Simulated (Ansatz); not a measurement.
The starting structures come from a database of crystals and need not be the phases stable at ambient conditions.

 Where the default PAW files enter, the runs use the earlier of Ansatz's two default sets.

By PBEsol, the system below comes out a metal.

A figure of merit of an interconnect metal is its ballistic conductance per area.

Input:

```yaml
crystal:
  lattice:
    - [4.05457, 0.00000, 0.00000]
    - [2.02729, 6.10508, 0.00000]
    - [0.00000, 1.34749, 5.01816]
  atoms:
    - { symbol: Ni, position: [0.00000, 0.00000, 0.00000] }
    - { symbol: Ni, position: [0.78416, 0.43168, 0.66356] }
    - { symbol: Ni, position: [0.21584, 0.56832, 0.33644] }
    - { symbol: Sn, position: [0.57265, 0.85470, 0.31357] }
    - { symbol: Sn, position: [0.42735, 0.14530, 0.68643] }
    - { symbol: Sn, position: [0.82788, 0.34424, 0.18744] }
    - { symbol: Sn, position: [0.17212, 0.65576, 0.81256] }
```

Space group of this cell: C2/m. The cell is taken as given; by PBEsol its mean pressure is -1.7 GPa.

The current flows along the normal of the first two printed cell vectors. No spin-orbit coupling; the value is a mean over 0.1 eV about the Fermi level.

### Question
Compute, with PBEsol (Ansatz, an electronic-structure program), the ballistic conductance per area.

### Answer
0.49 × 10¹⁵ S/m² for both spins.
